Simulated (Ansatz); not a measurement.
# How far PBE and PBEsol part for hypothetical diamond Fe, pressure 5 GPa

The parent structure is Fe in the diamond structure (space group Fd-3m, No. 227; a = 4.873 Å; non-magnetic; a hypothetical phase, not in the database extracts checked).

(Cell as relaxed with PBE.)

Levels (all Ansatz, a first-principles code, PAW): PBE (420 eV, without spin-orbit coupling); PBEsol (420 eV, without spin-orbit coupling).

Each level relaxes its own structure.

```
base                        PBE      PBEsol
-------------------  ----------  ----------
volume per atom        14.47 Å³    13.86 Å³
lattice parameter a  9.210 bohr  9.080 bohr
band gap                   zero        zero
```

One thing is altered: a hydrostatic pressure of 5 GPa.

| quantity | PBE | PBEsol |
|---|---|---|
| lattice parameter a | 9.117 bohr | 8.998 bohr |
| band gap | zero | zero |

PBE's lattice parameter a lies 0.119 bohr above PBEsol's (1.3 %); the two agree on the band gap. Neither level is exact; PBEsol is the comparison here, not a measurement.

Load acts through the strain it causes; cell and atoms are relaxed under it. Whether these cells are dynamically stable was not tested. No other phases were tried under pressure. Starting moments died away, wholly or in part, for the base; another magnetic solution may exist. The final runs are not spin-polarised.
